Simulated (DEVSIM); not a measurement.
System: abrupt Si p-n junction, at 300 K.

Layer 1 from the left is Si, thickness (μm) 73.0, Na (cm⁻³) 8.4e18, τn (s) 1.8e-7, τp (s) 1.8e-7. Layer 2 from the left is Si, thickness (μm) 6.50, Nd (cm⁻³) 3.9e16, τn (s) 1.8e-7, τp (s) 1.8e-7.

Left contact: ohmic. Right contact: ohmic. Voltage is applied to the left contact. Recombination: SRH at mid-gap, radiative. Mobility is μmin + (μ − μmin)/(1 + (N/Nref)^α).

This is a model device: material constants are rounded textbook-type values typed into the input, and sizes, dopings and lifetimes were drawn at random. Values at 300 K.

Si: gap (eV) 1.124, affinity (eV) 4.05, permittivity 11.7, Nc (cm⁻³) 2.86e19, Nv (cm⁻³) 3.1e19, μn (cm²/Vs) 1417, μp (cm²/Vs) 470, μn,min 52, μp,min 45, Nref,n 9.7e16, Nref,p 2.2e17, αn 0.68, αp 0.72, B (cm³/s) 4.7e-15.

Q: Estimate by hand the built-in potential, the peak field at zero bias, the capacitance at -0.6 V, and compare with a numerical solution.

A: 
- Built-in potential: ni = √(Nc Nv) exp(−Eg/2kT) = 1.08e10 cm⁻³ with Eg = 1.124 eV; Vbi = kT/q ln(Na Nd/ni²) = 0.920 V; numerical 0.920 V.
- Peak field at zero bias: depletion approximation: W = √(2εVbi/(qN)) = 0.175 μm with N = 3.88e16 cm⁻³; field = 2Vbi/W = 105000 V/cm; numerical 178000 V/cm (estimate below by 41 %).
- Capacitance at -0.6 V: C = √(qεN / 2(Vbi + |V|)) = 46.0 nF/cm²; numerical 47.4 nF/cm² (estimate below by 2.8 %).

DEVSIM, 1D drift-diffusion, Boltzmann statistics, complete ionisation; no tunnelling, impact ionisation, image-force lowering or self-heating.
